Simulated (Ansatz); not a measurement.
**CsSnI₃ in the cubic perovskite structure (space group Pm-3m, No. 221)**

```yaml
crystal:
  lattice:
    - [6.27122, 0.00000, 0.00000]
    - [0.00000, 6.27122, 0.00000]
    - [0.00000, 0.00000, 6.27122]
  atoms:
    - { symbol: Cs, position: [0.00000, 0.00000, 0.00000] }
    - { symbol: Sn, position: [0.50000, 0.50000, 0.50000] }
    - { symbol: I, position: [0.00000, 0.50000, 0.50000] }
    - { symbol: I, position: [0.50000, 0.50000, 0.00000] }
    - { symbol: I, position: [0.50000, 0.00000, 0.50000] }
```

Method: DFT with PBE, PAW potentials and a 420 eV plane-wave cutoff in Ansatz (a quantum-chemistry and plane-wave program), no SOC, earlier PAW set. Γ-centred 6×6×6 mesh, Fermi–Dirac width 0.05 eV.

```yaml
volume_per_atom: 49.33 Å³
density: 4.26 g/cm³
band_gap: 0.45 eV, direct at R
Electron mass (degenerate bands, along [100]): 0.035, 0.75, 0.75 mₑ
hole_mass: 0.048 mₑ
Lowest conduction-band minima above the VBM: R along ⟨111⟩ 0.45 eV
total_energy: -6847.804 eV/atom (σ→0; compares only within this code and set-up)
```

Spin-orbit coupling, missing from the scalar runs, can matter with I. Masses are band curvatures over ±0.01 Å⁻¹ around the edge. Whether these cells are dynamically stable was not tested. Many cubic perovskites are stable only at high temperature; tilts and polar distortions were not tested.
